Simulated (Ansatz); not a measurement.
Consider Al in the fcc (Cu type) structure (space group Fm-3m, No. 225; a = 3.994 Å; relaxed with 0.1 eV smearing). Axes: x, y, z lie along the cube axes.

Level of theory: plane-wave PAW DFT at the r2SCAN level (Ansatz, a program for electronic structure, 500 eV), spin-orbit coupling left out.

It is then changed as follows: uniaxial strain ε_zz = −2.00 %, all other strain components held at zero; the atoms relax in the strained cell.

Question: Predict the stress tensor and what it implies for the stiffness.

Answer: Stress of the strained cell less that of the base (GPa, compression positive):
```
    1.5     0.0     0.0
    0.0     1.5     0.0
    0.0     0.0     3.0
```

Then −Δσ_ii/ε with ε = -0.0200 gives secant stiffness values (nonlinear terms included at this strain): C33 ≈ 148 GPa, C13 ≈ 75 GPa and C23 ≈ 75 GPa.

Stability against distortions was not tested.
